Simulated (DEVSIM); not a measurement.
Structure: abrupt GaAs n-p junction, at 350 K.

| layer (left to right) | material | thickness (μm) | Nd (cm⁻³) | Na (cm⁻³) | τn (s) | τp (s) |
|---|---|---|---|---|---|---|
| 1 | GaAs | 16.0 | 4.9e15 | - | 4.4e-8 | 4.4e-8 |
| 2 | GaAs | 23.0 | - | 1.6e13 | 4.4e-8 | 4.4e-8 |

Left contact: ohmic. Right contact: ohmic. Voltage is applied to the left contact. Recombination: SRH at mid-gap, Auger. Mobility is constant in doping.

This is a model device: material constants are rounded textbook-type values typed into the input, and sizes, dopings and lifetimes were drawn at random. Values at 300 K; Nc and Nv go as T^1.5, mobilities as T to minus their exponent, the gap by Varshni's rule with the affinity fixed.

```
parameter             GaAs
----------------  --------
gap (eV)             1.424
affinity (eV)         4.07
permittivity          12.9
Nc (cm⁻³)           4.7e17
Nv (cm⁻³)             9e18
μn (cm²/Vs)           8500
μp (cm²/Vs)            400
T exponent of μn       2.1
T exponent of μp       2.2
Cn (cm⁶/s)           1e-30
Cp (cm⁶/s)           1e-30
Varshni α (eV/K)  0.000541
Varshni β (K)          204
```

DEVSIM, 1D drift-diffusion, Boltzmann statistics, complete ionisation; no tunnelling, impact ionisation, image-force lowering or self-heating.

**Question.** Tabulate band edges, carrier densities and field at 2.0 V on the left contact.

**Answer.** Energies count from the Fermi level of the right contact; mesh points crowd at the junctions.

```json
[
 {"x (μm)": "0.000", "Ec (eV)": "-1.855", "Ev (eV)": "-3.256", "n (cm⁻³)": "4.9e15", "p (cm⁻³)": "< 1e2", "field (V/cm)": "≈ 0"},
 {"x (μm)": "0.04528", "Ec (eV)": "-1.855", "Ev (eV)": "-3.256", "n (cm⁻³)": "4.9e15", "p (cm⁻³)": "< 1e2", "field (V/cm)": "≈ 0"},
 {"x (μm)": "0.1678", "Ec (eV)": "-1.855", "Ev (eV)": "-3.256", "n (cm⁻³)": "4.9e15", "p (cm⁻³)": "< 1e2", "field (V/cm)": "≈ 0"},
 {"x (μm)": "0.5286", "Ec (eV)": "-1.855", "Ev (eV)": "-3.256", "n (cm⁻³)": "4.9e15", "p (cm⁻³)": "< 1e2", "field (V/cm)": "≈ 0"},
 {"x (μm)": "2.181", "Ec (eV)": "-1.855", "Ev (eV)": "-3.256", "n (cm⁻³)": "4.9e15", "p (cm⁻³)": "< 1e2", "field (V/cm)": "≈ 0"},
 {"x (μm)": "6.329", "Ec (eV)": "-1.855", "Ev (eV)": "-3.256", "n (cm⁻³)": "4.9e15", "p (cm⁻³)": "< 1e2", "field (V/cm)": "≈ 0"},
 {"x (μm)": "12.32", "Ec (eV)": "-1.855", "Ev (eV)": "-3.256", "n (cm⁻³)": "4.9e15", "p (cm⁻³)": "< 1e2", "field (V/cm)": "≈ 0"},
 {"x (μm)": "15.13", "Ec (eV)": "-1.855", "Ev (eV)": "-3.256", "n (cm⁻³)": "4.9e15", "p (cm⁻³)": "< 1e2", "field (V/cm)": "≈ 0"},
 {"x (μm)": "15.70", "Ec (eV)": "-1.855", "Ev (eV)": "-3.256", "n (cm⁻³)": "4.8e15", "p (cm⁻³)": "< 1e2", "field (V/cm)": "82"},
 {"x (μm)": "15.91", "Ec (eV)": "-1.843", "Ev (eV)": "-3.244", "n (cm⁻³)": "3.3e15", "p (cm⁻³)": "< 1e2", "field (V/cm)": "1700"},
 {"x (μm)": "15.98", "Ec (eV)": "-1.823", "Ev (eV)": "-3.224", "n (cm⁻³)": "1.7e15", "p (cm⁻³)": "< 1e2", "field (V/cm)": "4200"},
 {"x (μm)": "16.04", "Ec (eV)": "-1.800", "Ev (eV)": "-3.201", "n (cm⁻³)": "7.8e14", "p (cm⁻³)": "< 1e2", "field (V/cm)": "4400"},
 {"x (μm)": "16.14", "Ec (eV)": "-1.758", "Ev (eV)": "-3.159", "n (cm⁻³)": "2.0e14", "p (cm⁻³)": "< 1e2", "field (V/cm)": "3700"},
 {"x (μm)": "16.45", "Ec (eV)": "-1.650", "Ev (eV)": "-3.051", "n (cm⁻³)": "5.4e12", "p (cm⁻³)": "< 1e2", "field (V/cm)": "3400"},
 {"x (μm)": "17.86", "Ec (eV)": "-1.190", "Ev (eV)": "-2.591", "n (cm⁻³)": "1400000", "p (cm⁻³)": "180000", "field (V/cm)": "3100"},
 {"x (μm)": "21.40", "Ec (eV)": "-0.229", "Ev (eV)": "-1.630", "n (cm⁻³)": "90000", "p (cm⁻³)": "1600000", "field (V/cm)": "2300"},
 {"x (μm)": "30.36", "Ec (eV)": "0.946", "Ev (eV)": "-0.455", "n (cm⁻³)": "300", "p (cm⁻³)": "3.2e12", "field (V/cm)": "330"},
 {"x (μm)": "35.89", "Ec (eV)": "0.994", "Ev (eV)": "-0.407", "n (cm⁻³)": "1700", "p (cm⁻³)": "1.6e13", "field (V/cm)": "≈ 0"},
 {"x (μm)": "38.24", "Ec (eV)": "0.995", "Ev (eV)": "-0.406", "n (cm⁻³)": "2500", "p (cm⁻³)": "1.6e13", "field (V/cm)": "≈ 0"},
 {"x (μm)": "38.75", "Ec (eV)": "0.995", "Ev (eV)": "-0.406", "n (cm⁻³)": "2700", "p (cm⁻³)": "1.6e13", "field (V/cm)": "≈ 0"},
 {"x (μm)": "38.93", "Ec (eV)": "0.995", "Ev (eV)": "-0.406", "n (cm⁻³)": "2800", "p (cm⁻³)": "1.6e13", "field (V/cm)": "≈ 0"},
 {"x (μm)": "39.00", "Ec (eV)": "0.995", "Ev (eV)": "-0.406", "n (cm⁻³)": "2800", "p (cm⁻³)": "1.6e13", "field (V/cm)": "≈ 0"}
]
```
